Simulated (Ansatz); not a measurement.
# Ru on the (0001) surface of 4H silicon carbide (H on every top atom; a constructed slab, bottom: 1 H on 1 bottom sites), one in a cell of 33 Å², started at the site 'bridge H-H (span 3.1 Å)'

Host crystal: 4H silicon carbide, with a band gap (PBE, scalar-relativistic without spin-orbit coupling).

These are PBE (plane waves to 420 eV, PAW; Ansatz, an electronic-structure program) values and carry that method's errors.

Set-up: 41 atoms, 10.8 Å thick at the start with caps and adatoms under the adsorbate (thin: gaps and levels are the slab's own); mesh 4x4x1; 0.01 eV smearing; dipole correction on; 20 atoms held, the rest relaxed; held to the start's symmetry, so lower structures may exist; spin-polarised, ending with about 2.0 μB a cell; orders that need a larger cell were not tried, no spin-orbit, no U, no dispersion correction. At the end it is bonded to 3 H + 3 Si. In PBE it is, or lies within 0.03 eV of, the lowest of the starts that converged.

The adsorption energy against an atom of hcp Ru is 3.91 eV and the change of the step from the bottom to the top vacuum level, against the clean slab is -0.70 eV. The energy released by relaxation is 1.43 eV and the height of the binding atom over the mean of the host atoms within 0.3 Å of the top one is 0.313 Å. The magnetic moment of the cell comes out as 2.00 μB, the nearest host atoms of the binding atom is H at 1.77 Å, H at 1.77 Å, H at 1.77 Å and the largest move of a host atom is 0.23 Å. The note is in the relaxation the adsorbate left its starting site by 0.9 Å and the cost is about 21 core-minutes (a rough figure).

A negative adsorption energy means that the adsorbate is more stable on the surface than in its reference.
